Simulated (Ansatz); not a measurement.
This concerns the formation energy of H_i in Mo (bcc, Im-3m). Reaction: 64 Mo (bcc) + 1/2 H2 (gas) → cell A.

Cell A: a supercell of 64 sites of Mo (bcc, Im-3m) with H off the lattice sites (4 Mo at 1.84 Å); spin state with PBE: run without spin, k-point mesh 4×4×4.
```
CELL_PARAMETERS angstrom
     10.95043     0.00000     0.00000
     -3.65014    10.32416     0.00000
     -3.65014    -5.16208     8.94098
ATOMIC_POSITIONS crystal
  Mo 0.00116 0.00099 0.00101
  Mo 0.99996 0.00004 0.25000
  Mo 0.99991 0.99996 0.49988
  Mo 0.00058 0.00053 0.75005
  Mo 0.99997 0.25015 0.99993
  Mo 0.00000 0.24996 0.25004
  Mo 0.99986 0.24980 0.50006
  Mo 0.99991 0.25004 0.74995
  Mo 0.99985 0.50005 0.99990
  Mo 0.00020 0.50005 0.25015
  Mo 0.00000 0.49996 0.50004
  Mo 0.99996 0.49996 0.74992
  Mo 0.00054 0.75002 0.00052
  Mo 0.99985 0.74995 0.24980
  Mo 0.99997 0.75004 0.49982
  Mo 0.00116 0.75015 0.75017
  Mo 0.25017 0.00006 0.00010
  Mo 0.25007 0.99985 0.25003
  Mo 0.24978 0.99985 0.49982
  Mo 0.24990 0.00006 0.74996
  Mo 0.24990 0.24994 0.99983
  Mo 0.24899 0.24901 0.24884
  Mo 0.24950 0.24935 0.49956
  Mo 0.24952 0.24947 0.75005
  Mo 0.24978 0.49996 0.99993
  Mo 0.24948 0.49998 0.24946
  Mo 0.24837 0.49917 0.49920
  Mo 0.24950 0.49994 0.75015
  Mo 0.25007 0.75004 0.00022
  Mo 0.25010 0.74995 0.25015
  Mo 0.24948 0.75002 0.49950
  Mo 0.24899 0.75015 0.74998
  Mo 0.49995 0.00053 0.00048
  Mo 0.50005 0.99996 0.25009
  Mo 0.50008 0.00004 0.50004
  Mo 0.49983 0.00099 0.74998
  Mo 0.50004 0.24994 0.00010
  Mo 0.49995 0.24947 0.24942
  Mo 0.49985 0.24935 0.49979
  Mo 0.50002 0.24901 0.75017
  Mo 0.50002 0.49985 0.00101
  Mo 0.49983 0.49985 0.24884
  Mo 0.49729 0.49493 0.49222
  Mo 0.49764 0.49493 0.75271
  Mo 0.49985 0.75006 0.00050
  Mo 0.50008 0.75004 0.25004
  Mo 0.50003 0.75083 0.49920
  Mo 0.49729 0.75507 0.75236
  Mo 0.75044 0.00065 0.00050
  Mo 0.74994 0.00020 0.25014
  Mo 0.75026 0.00020 0.50006
  Mo 0.75021 0.00065 0.75015
  Mo 0.75018 0.25015 0.00022
  Mo 0.75012 0.25004 0.25009
  Mo 0.74994 0.24980 0.49974
  Mo 0.74996 0.24996 0.74992
  Mo 0.75050 0.49998 0.00052
  Mo 0.75018 0.49996 0.25003
  Mo 0.75044 0.49994 0.49979
  Mo 0.75080 0.49917 0.74997
  Mo 0.75080 0.75083 0.00163
  Mo 0.74996 0.75004 0.25000
  Mo 0.75021 0.75006 0.49956
  Mo 0.75778 0.75507 0.75271
  H  0.56250 0.62500 0.68750
```

Reference: Mo (bcc, Im-3m), 64 atoms in the cell, the relaxed perfect crystal repeated, atoms not moved again; spin state with PBE: run without spin, k-point mesh 4×4×4 on the run's own vectors.

Reference: an isolated H2 molecule (singlet) in a box of 11 × 11 × 13 Å.

Plane-wave PAW calculations with Ansatz (a quantum-chemistry and plane-wave program), its PAW set soft_1, cutoff 420 eV. The structures are at rest with PBE, within the held lattices. Neutral cells; Fermi-Dirac smearing of at most 0.10 eV in the solids, energies taken to zero width. Larger cells are relaxed from a start prepared with the learned potential CHGNet, on a coarser mesh till forces fall under 0.03 eV/Å, which some starts already meet. A dispersion term (D3(BJ), or D4 for r2SCAN) was computed beside these levels and is taken off wherever the name lacks it. Space groups of crystals are read within 0.01 Å. Nuclei at rest; no vibrational terms. The structures are the rest points that the relaxations reached, not proven lowest. Values are for these cell sizes. Mesh and cell size may move defect energies by 0.1 eV or more. Cell A has symmetry I-4m2 within 0.02 Å and got no random move, so less symmetric positions, which may lie lower, weren't tried.

Q: Predict the value from PBE.

A: 0.59 eV, for 64 Mo (bcc) + 1/2 H2 (gas) → cell A.
